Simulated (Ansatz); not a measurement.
# InSe (P-6m2, No. 187; cell taken from a computed entry)

Calculation: PBEsol (Ansatz, a quantum-chemistry and plane-wave program, plane waves, PAW).

Settings: plane-wave cutoff 500 eV, 12×12×4 k mesh (along the axes of the cell as run), gaussian smearing 0.02 eV, scalar-relativistic PAW data made under PBE.

Cell: relaxed at this level.

```yaml
equilibrium_volume_per_atom: 29.32 Å³/atom
equilibrium_lattice_constant_a: 4.009 Å
lattice_parameter_c: 16.853 Å
band_gap: 0.36 eV (on the SCF k mesh)
```

Note: the cell comes from a level without a dispersion term, which matters for the spacing of layers, chains or molecules; the relaxation could not lower the start's symmetry, so the cell can be a saddle point above a distorted one; the cell has widely spaced layers and the level no dispersion term, so their spacing and the moduli can rest on weak binding.

Spin–orbit coupling is not included.

The computed numbers hold no vibrational or temperature effects.

Computing time: about 15 core-minutes (a rough figure).
